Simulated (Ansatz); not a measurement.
System: CsCl-type CoAl. Method: PBE (PAW; Ansatz, an electronic-structure program).

Settings: plane-wave cutoff 520 eV, 22×22×22 k mesh, Fermi–Dirac smearing 0.041 eV (set by the program), no spin polarisation, scalar-relativistic PAW data made under PBE.

Computed at the level's own relaxed cell.

```yaml
crystal:
  lattice:
    - [2.85199, 0.00000, 0.00000]
    - [0.00000, 2.85199, 0.00000]
    - [0.00000, 0.00000, 2.85199]
  atoms:
    - { symbol: Al, position: [0.50000, 0.50000, 0.50000] }
    - { symbol: Co, position: [0.00000, 0.00000, 0.00000] }
```

Problem. Give the elastic tensor (Voigt notation, GPa, ions relaxed, in the Cartesian axes of the cell as printed).

Solution. 
```
  293.5   122.0   122.0     0.0     0.0     0.0
  122.0   293.5   122.0     0.0     0.0     0.0
  122.0   122.0   293.5     0.0     0.0     0.0
    0.0     0.0     0.0   140.4     0.0     0.0
    0.0     0.0     0.0     0.0   140.4     0.0
    0.0     0.0     0.0     0.0     0.0   140.4
```

Computed values are for the static lattice.
